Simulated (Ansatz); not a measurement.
# C axis length of BeS (model structure, started from the CdTe type, P6₄22, No. 181, 6 atoms in the cell) at several levels of theory

No measured value is used here.

```
level (code)           value (Å)
---------------------  ---------
LDA (Ansatz)               7.673
PBE (Ansatz)               7.812
PBEsol (Ansatz)              ___
PBE-D3(BJ) (Ansatz)        7.719
r²SCAN (Ansatz)              ___
r²SCAN+rVV10 (Ansatz)      7.819
```

Some entries are withheld; supply them.


- PBEsol (Ansatz, an electronic-structure program), value (Å): 7.746
- r²SCAN (Ansatz), value (Å): 7.833

Cutoffs differ between the levels. Ansatz's density-functional and Hartree–Fock values are scalar-relativistic unless marked +SOC, with PAW data made under PBE.

A model structure was made by putting elements into a prototype or built by hand; it is no filed structure, need not be a known phase, and can be a saddle point held by its symmetry.
